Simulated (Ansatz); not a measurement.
Worked example: self-consistent single point of Al3Ni2 (P-3m1, 5 atoms in the cell) in Ansatz (an electronic-structure program)

Method of the run: LDA (PW92), default PAW files made with PBE (plane waves; Ansatz).

Input as run:

Ansatz 0.2 input:
```yaml
# Al3Ni2
crystal:
  lattice:
    - [4.006183, 0.000000, 0.000000]
    - [-2.003091, 3.469456, 0.000000]
    - [0.000000, 0.000000, 4.895503]
  atoms:
    - { symbol: Al, position_ang: [0.000000, 0.000000, 0.000000] }
    - { symbol: Al, position_ang: [-0.000002, 2.312972, 3.172678] }
    - { symbol: Al, position_ang: [2.003094, 1.156484, 1.722825] }
    - { symbol: Ni, position_ang: [-0.000002, 2.312972, 0.717534] }
    - { symbol: Ni, position_ang: [2.003094, 1.156484, 4.177969] }
basis:
  ecutwfc: 420.0
kpoints:
  mp_grid:
    grid: [10, 10, 7]
hamiltonian:
  xc: lda
  pseudopotentials:
    kind: paw
scf:
  occupations:
    method: fermi_dirac
    width: 0.1
output:
  forces: true
  eigenvalues: true
  stress: true
```

The program printed (abridged):

```
WARN the atoms were moved onto the symmetric positions of the space group found under crystal.symmetry.tolerance 1.0e-5 (fractional …
WARN ansatz: RAYON_NUM_THREADS=1 ignored (pool sized by the plan → 1); use --threads N
Pseudopotentials: kind: paw
Pseudopotential: Al, paw, valence charge 3
Pseudopotential: Ni, paw, valence charge 18
Crystal: 5 atoms, lattice volume = 68.044 Å³
Basis set: ecut = 420 eV, 1373 PW (Γ)
Bands: 28, of which v1, the nominal top of the filled ones, is band 23 counted from 1 (22 counted from 0)
Symmetry: 12 space group operations
Space group: P-3m1 (ITA 164), of the structure as read, at distance tolerance 4.1e-5 Å
k-points: 80 of 700
PAW frozen core: Al, regenerated for the run's functional, and the local potential with it
PAW frozen core: Ni, regenerated for the run's functional, and the local potential with it
Initial density: superposition of atomic densities (neutral atoms: chi_scale 0, normalization atom), corrected by the library's trained network
Initial wavefunctions: pseudopotential atomic-orbital guess
Eigensolver: davidson
Functional: x = slater, c = lda
SCF iter   1: F=—  HF=-13088.676900 eV  |F-HF|=—  |Δ(HF+E_count)|=         —  Δρ=8.86e-3  dr2=2.51e-2  ethr=1.77e-3  ⟨swp⟩=6.2  Hψ=10165  notcnv=0
all-band conjugate gradients solve this SCF's bands
preconditioner: auto → Kerker (q_TF=auto, 2.547 Å⁻¹)
SCF iter   2: F=—  HF=-13088.670133 eV  |F-HF|=—  |Δ(HF+E_count)|=   6.77e-3  Δρ=2.99e-3  dr2=7.98e-3  ethr=5.58e-5  ⟨swp⟩=2.4  Hψ=4511  notcnv=0  defer=6
SCF iter   3: F=—  HF=-13088.668566 eV  |F-HF|=—  |Δ(HF+E_count)|=   1.57e-3  Δρ=1.31e-3  dr2=2.57e-3  ethr=1.77e-5  ⟨swp⟩=1.0  Hψ=2228  notcnv=0  defer=6
SCF iter   4: F=—  HF=-13088.667912 eV  |F-HF|=—  |Δ(HF+E_count)|=   6.54e-4  Δρ=2.17e-4  dr2=7.38e-5  ethr=5.71e-6  ⟨swp⟩=2.3  Hψ=3299  notcnv=0  defer=6
SCF iter   5: F=—  HF=-13088.667891 eV  |F-HF|=—  |Δ(HF+E_count)|=   2.11e-5  Δρ=7.48e-5  dr2=7.01e-6  ethr=1.64e-7  ⟨swp⟩=2.2  Hψ=3362  notcnv=0  defer=6
SCF iter   6: F=—  HF=-13088.667890 eV  |F-HF|=—  |Δ(HF+E_count)|=   1.27e-6  Δρ=2.11e-5  dr2=2.95e-7  ethr=1.56e-8  ⟨swp⟩=2.2  Hψ=3137  notcnv=0  defer=6
SCF iter   7: F=-13088.667890 eV  HF=-13088.667890 eV  |F-HF|=2.09e-9  |Δ(HF+E_count)|=   2.53e-8  Δρ=5.42e-6  dr2=1.25e-8  ethr=2.22e-10  ⟨swp⟩=5.6  Hψ=9810  notcnv=0
SCF 1 converged in 7 iterations: F = -13088.667890 eV  dr2 = 1.25e-8
SCF converged after 7 iterations
Free energy (F): -13088.667890 eV
Harris-Foulkes:  -13088.667890 eV  (|F-HF|=2.09e-9)
Internal energy: -13088.625334 eV  (E = F + TS)
E sigma→0 (E₀):  -13088.646612 eV
Entropy (-TS):   -0.042556 eV (-8.511 meV/atom)
Fermi energy:    10.967905 eV
--- Per-component energies (eV) ---
  E_band       = -769.128363
  E_kinetic    = 645.709255
  E_local      = -10267.831106  (includes V_loc(G=0)·N_el)
  E_nonlocal   = 1307.902541
  E_hartree    = 4461.775066
  E_xc         = -291.192030
  E_vxc        = -312.116847  (∫ρ·V_xc dr)
  E_paw        = -4457.753064  (= ΣΔE_a)
  E_vpaw       = -1066.341364  (= ΣTr[D̂ρ^β])
  E_aug_tail   = 0.000869  (compensation charges beyond the density's cutoff)
  E_ewald      = -4488.272255
  E_core_change = 1.035391  (= ΣΔE_core)
  E_smearing   = -0.042556  (= −TS)
  E_closure    = 0.000000  (closes the sum)
  Σ components = -13088.667890   (vs F -13088.667890, Δ=0.00e0)
--- Forces (eV/Å), atoms counted from 1 ---
  atom   1  Al     0.00000000     0.00000000     0.00000000
  atom   2  Al     0.00000000    -0.00000000     0.07501164
  atom   3  Al    -0.00000000     0.00000000    -0.07501164
  atom   4  Ni    -0.00000000     0.00000000    -0.07453414
  atom   5  Ni     0.00000000    -0.00000000     0.07453414
  max |Σ_I F_I| component: 4.16e-17 eV/Å
--- Stress (GPa, compression-positive) ---
       -5.117424       0.000000       0.000000
        0.000000      -5.117424       0.000000
        0.000000       0.000000      -6.173563
  P = ⅓ Tr σ = -5.4695 GPa (-54.695 kbar)
  The stress holds the Pulay correction. Without it, at fixed plane waves, as pw.x and ABINIT print it: P = -5.5531 GPa
--- Band table (eV; the first three rows and the last of 80) ---
  k-point 0: bands = ["-91.5716", "-91.5665", "-52.4250", "-52.4104", "-52.4061", "-52.4061", "-52.3854", "-52.3854", "0.4866", "5.7579", "6.1408", "7.4262", "7.4262", "8.0011", "8.0011", "8.8635", "8.8635", "9.2549", "9.3218", "9.3218", "9.6963", [...]
  k-point 1: bands = ["-91.5716", "-91.5665", "-52.4250", "-52.4104", "-52.4061", "-52.4061", "-52.3854", "-52.3854", "0.6094", "4.7977", "6.7978", "7.4086", "7.4086", "7.9837", "7.9837", "8.9012", "8.9012", "9.0829", "9.3280", "9.3280", "10.4112", [...]
  k-point 2: bands = ["-91.5716", "-91.5665", "-52.4250", "-52.4105", "-52.4061", "-52.4061", "-52.3854", "-52.3854", "0.9680", "3.6526", "7.2232", "7.3715", "7.3715", "7.9446", "7.9446", "8.9953", "9.0051", "9.0051", "9.3188", "9.3188", "11.9000", [...]
  k-point 79: bands = ["-91.5694", "-91.5687", "-52.4233", "-52.4223", "-52.4093", "-52.3921", "-52.3897", "-52.3826", "4.5958", "5.3046", "5.4976", "5.8304", "6.3785", "6.8683", "8.2240", "8.3699", "8.4435", "8.9989", "9.1014", "9.1526", "9.4241", [...]
```

The run converged in 7 iterations.

The starting cell comes from a database of computed structures (which also holds hypothetical and non-ambient phases and stackings), without a prior relaxation at this level. Its lattice was rescaled by up to half a per cent. Spin polarisation is off. With a pressure of about -5 GPa the cell is away from its equilibrium volume at this level. Ansatz's pressure includes its estimate of the finite-basis (Pulay) stress.
